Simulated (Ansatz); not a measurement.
## A computed series for WC: response to strain

Base system: WC (space group P-6m2, No. 187; a = 2.913 Å, c = 2.836 Å; relaxed with 0.1 eV smearing). Axes: x lies along a and z along c of the hexagonal cell.

Strains are applied to the cell and any free atomic positions relax; under biaxial strain the out-of-plane vector relaxes too; under stress the whole cell relaxes.

All numbers come from r2SCAN/PAW in Ansatz (an electronic-structure program), scalar-relativistic without spin-orbit coupling, earlier PAW set.

Notes on the quantities. pressure: mean of the normal stresses, compression positive.

```json
[
 {"change": "base", "shortest interatomic distance": "2.200 Å", "pressure": "0.0 GPa", "space group": "P-6m2 (No. 187)"},
 {"change": "biaxial strain −2.07 %, plane normal [001], relaxed out of plane", "shortest interatomic distance": "2.180 Å", "pressure": "13.8 GPa", "space group": "P-6m2 (No. 187)"},
 {"change": "biaxial strain −1.94 %, plane normal [001], relaxed out of plane", "shortest interatomic distance": "2.182 Å", "pressure": "___", "space group": "P-6m2 (No. 187)"},
 {"change": "biaxial strain −1.50 %, plane normal [001], relaxed out of plane", "shortest interatomic distance": "2.186 Å", "pressure": "9.8 GPa", "space group": "P-6m2 (No. 187)"},
 {"change": "isotropic strain −3.88 %", "shortest interatomic distance": "2.114 Å", "pressure": "61.6 GPa", "space group": "P-6m2 (No. 187)"},
 {"change": "isotropic strain −3.67 %", "shortest interatomic distance": "2.119 Å", "pressure": "57.4 GPa", "space group": "P-6m2 (No. 187)"},
 {"change": "isotropic strain −0.89 %", "shortest interatomic distance": "2.180 Å", "pressure": "___", "space group": "P-6m2 (No. 187)"},
 {"change": "isotropic strain +1.75 %", "shortest interatomic distance": "2.238 Å", "pressure": "___", "space group": "P-6m2 (No. 187)"},
 {"change": "uniaxial strain ε_yy = −2.01 %", "shortest interatomic distance": "2.179 Å", "pressure": "8.2 GPa", "space group": "Amm2 (No. 38)"},
 {"change": "uniaxial stress, 5 GPa tension along x", "shortest interatomic distance": "2.198 Å", "pressure": "–", "space group": "Amm2 (No. 38)"}
]
```

Question: Complete the table.

Answer: 
- biaxial strain −1.94 %, plane normal [001], relaxed out of plane, pressure: 12.9 GPa
- isotropic strain −0.89 %, pressure: 11.5 GPa
- isotropic strain +1.75 %, pressure: -18.9 GPa

Stability under load was not tested beyond the relaxation. The final runs are not spin-polarised.
